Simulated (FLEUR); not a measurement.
FLEUR run on AlNi₃ (Pm-3m, 4 atoms in the cell): self-consistent single point.

Computed with LDA (Perdew-Zunger), all-electron FLAPW (FLEUR), scalar-relativistic valence.

```xyz
4
Lattice="3.5287 0.0000 0.0000 0.0000 3.5287 0.0000 0.0000 0.0000 3.5287" Properties=species:S:1:pos:R:3 pbc="T T T"
Al     0.0000     0.0000     0.0000
Ni     0.0000     1.7643     1.7643
Ni     1.7643     0.0000     1.7643
Ni     1.7643     1.7643     0.0000
```
Moments meant for the start (each program seeds them in its own way; μB, in the order of the atoms Al Ni Ni Ni): 0.0 2.0 2.0 2.0.

Reference input (self-consistent single point, DFT, PBE, all-electron FLAPW (FLEUR), scalar-relativistic valence): Kmax = 4.6 1/bohr; GmaxXC = 13.8 1/bohr; xcFunctional = pbe; jspins = 2; l_soc = F; mode = gauss; fermiSmearingEnergy = 0.00367493 Htr; mesh (inpgen div1-3) = 8 8 8; inpgen gamma flag = true; Gmax = 13.8 1/bohr; numbands = 0; maxIterBroyd = 99. This run's input differs from it in these lines:

```diff
@@ -16,2 +16,3 @@
 &comp jspins=2 /
+&exco xctyp='pz' /
 &kpt div1=8 div2=8 div3=8 gamma=t /
@@ -28,3 +29,3 @@
       <coreElectrons ctail="T" frcor="F" kcrel="0" coretail_lmax="0"/>
-      <xcFunctional name="pbe" relativisticCorrections="F"/>
+      <xcFunctional name="pz" relativisticCorrections="F"/>
       <magnetism jspins="2"/>
```

Log, with long lists cut:

```
 Iteration:     1   Distance:      48.70927920 me/bohr^3
 Iteration:     2   Distance:      46.38873029 me/bohr^3
 Iteration:     3   Distance:      21.87309219 me/bohr^3
 Iteration:     4   Distance:       8.37552204 me/bohr^3
 Iteration:     5   Distance:       9.80724775 me/bohr^3
   [... 17 lines left out ...]
 Iteration:    23   Distance:       0.00025703 me/bohr^3
 Iteration:    24   Distance:       0.00027063 me/bohr^3
 Iteration:    25   Distance:       0.00003445 me/bohr^3
 Iteration:    26   Distance:       0.00000524 me/bohr^3
 Run finished successfully
 Stop message:
   Structural relaxation: Done

[file out, last iteration]
             iter=     27
[...]
          total density-effective poten   -7.6029124809E+03
          total charge density-energy d   -2.0116165428E+02
 Updated energy parameters for spin:           1
 Updated energy parameters for spin:           2
[...]
 fermi energy and band-weighting factors:

[...]
FERMIE:
          first approx. to ef    (T=0)  :   0.364147 htr   (energy of the highest occ. eigenvalue)
          number of occ. states  (T=0)  :       1773
          first approx. to seigv (T=0)  : -25.947081 htr
          sum of weights of occ. states :  51.023438
          sum of semicore charge        :   0.000000 e
          fermi energy=   0.36453 har   work function=  -9.91943 ev
   [... lines left out ...]
          total moment                 =     0.51801
 Direct bandgap for spin            1 :    4.9803104567633927E-003  Htr
 Direct bandgap for spin            2 :    2.3035545541379987E-003  Htr
   [... lines left out ...]
     2  0.185374 |    ---       ---       ---       ---         ---   |    ---       ---       ---       ---          ---           smm
Orbital  moments |                   Global Frame                     |                    Local Frame
Atom      |m|    | mx        my        mz        alpha     beta       | mx        my        mz        alpha     beta
     1  0.000000 |  0.000000  0.000000  0.000000  0.000000  0.000000  |
```

The run converged in 26 iterations. FLEUR gives forces in its relaxation mode, with a further iteration, so its stop message speaks of a relaxation. Against the reference run the size of the net moment goes from 0.18 to 0.13 μB/atom.

The starting cell comes from a database of computed structures (which also holds hypothetical and non-ambient phases and stackings), without a prior relaxation at this level. Its lattice was rescaled by a random factor within 2.5 % of one. The moments shrank to a small part of their start, a low-spin state that need not be the lowest. Values depend on the basis (sphere radii, cutoffs, local orbitals), which need not be converged. The log's line on a gap gives a spacing of levels on this mesh, which the program prints for metals too.

Cost on one core of a shared machine: roughly 4 min.
